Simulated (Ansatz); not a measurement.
System: Sr2ScNbO6 (model structure, started from the Ba2BiTaO6 type, R-3, No. 148, 10 atoms in the cell). Method: LDA in Ansatz (plane waves, PAW).

Numerical settings: plane-wave cutoff 520 eV, 8×8×8 k mesh, Fermi–Dirac smearing 0.01 eV, no spin polarisation, scalar-relativistic PAW data made under PBE.

Cell (relaxed with PBEsol):

NbScSr$_{2}$O$_{6}$ is taken in the trigonal space group R-3, hexagonal axes (No. 148), Pearson symbol hR10. Conventional cell: a = 5.693 Å, b = 5.693 Å, c = 13.806 Å, α = 90.00°, β = 90.00°, γ = 120.00°. Sr on 6c is surrounded by 3 O at 2.519 Å and 6 O at 2.832–2.862 Å and 3 O at 3.176 Å. Nb on 3b sees 6 O at 1.984 Å (octahedral). Sc on 3a is surrounded by 6 O at 2.082 Å (octahedral). O on 18f has 1 Nb at 1.984 Å and 1 Sc at 2.082 Å and 1 Sr at 2.519 Å and 2 Sr at 2.832–2.862 Å and 1 Sr at 3.176 Å. (Neighbours: up to the widest gap in distance over summed covalent radii, below 1.35, at either atom; cation-cation and far metal-metal contacts left out.)
(The calculation used a cell of 10 atoms; values per cell refer to that cell.)

**Question.** Predict the band gap, smallest direct gap on the k points sampled and direct gap at Γ.

**Answer.** 
* **band gap**: 3.06 eV
* **smallest direct gap on the k points sampled**: 3.15 eV
* **direct gap at Γ**: 3.17 eV

Note: the relaxation could raise the start's symmetry but not lower it, so the cell can be a saddle point; cell and atoms aren't relaxed at this level (pressure -4.7 GPa).

Spin–orbit coupling is not included.

The computed numbers hold no vibrational or temperature effects.

A model structure was made by putting elements into a prototype or built by hand; it is no filed structure, need not be a known phase, and can be a saddle point held by its symmetry.

Ansatz is an electronic-structure program.
